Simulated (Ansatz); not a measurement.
**Response to strain in SnO**

The reference is SnO (space group P4/nmm, No. 129; a = 3.8371 Å, c = 4.7588 Å; layered, stacked along the Cartesian z axis). Axes: x, y, z lie along a, b, c of the conventional cell.

Strains are applied to the cell and any free atomic positions relax; under biaxial strain the out-of-plane vector relaxes too.

The values are results of PBE-D3(BJ), PAW, 420 eV (Ansatz, a quantum-chemistry and plane-wave program; without spin-orbit coupling), not measurements.

Notes on the quantities. pressure: mean of the normal stresses, compression positive.

```csv
case,volume per atom,pressure
base,17.52 Å³,0.0 GPa
"biaxial strain −3.00 %, plane normal [001], relaxed out of plane",16.74 Å³,3.7 GPa
"biaxial strain −2.40 %, plane normal [001], relaxed out of plane",16.91 Å³,2.9 GPa
"biaxial strain −1.80 %, plane normal [001], relaxed out of plane",17.07 Å³,2.1 GPa
"biaxial strain −1.20 %, plane normal [001], relaxed out of plane",17.23 Å³,1.4 GPa
"biaxial strain −0.60 %, plane normal [001], relaxed out of plane",17.38 Å³,0.7 GPa
```

Whether these cells are dynamically stable was not tested. The final runs are not spin-polarised.
